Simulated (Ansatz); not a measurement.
Start from InP in the zinc blende structure (space group F-43m, No. 216).

```yaml
crystal:
  lattice:
    - [0.00000, 2.93922, 2.93922]
    - [2.93922, 0.00000, 2.93922]
    - [2.93922, 2.93922, 0.00000]
  atoms:
    - { symbol: In, position: [0.00000, 0.00000, 0.00000] }
    - { symbol: P, position: [0.25000, 0.25000, 0.25000] }
```

Cartesian axes are those of the cell as printed.

Computed with PBEsol (Ansatz, a program for electronic structure), no SOC.

Strains are applied to the cell and any free atomic positions relax; under biaxial strain the out-of-plane vector relaxes too.

One change was made to it. Results:

The energy grows by 6.0 meV/atom; the shortest interatomic distance grows by 0.005 Å to 2.550 Å.

Question: Name the change that was made.
A) biaxial strain −2.50 %, plane normal [111], relaxed out of plane
B) biaxial strain +0.83 %, plane normal [111], relaxed out of plane
C) biaxial strain +0.42 %, plane normal [111], relaxed out of plane
D) biaxial strain −1.25 %, plane normal [111], relaxed out of plane
E) biaxial strain +1.67 %, plane normal [111], relaxed out of plane

Answer: E, biaxial strain +1.67 %, plane normal [111], relaxed out of plane. For comparison, the energy relative to the base in the other runs: biaxial strain +0.42 %, plane normal [111], relaxed out of plane gives +0.4 meV/atom; biaxial strain −1.25 %, plane normal [111], relaxed out of plane gives +3.5 meV/atom; biaxial strain +0.83 %, plane normal [111], relaxed out of plane gives +1.5 meV/atom; biaxial strain −2.50 %, plane normal [111], relaxed out of plane gives +14 meV/atom.

Whether these cells are dynamically stable was not tested.
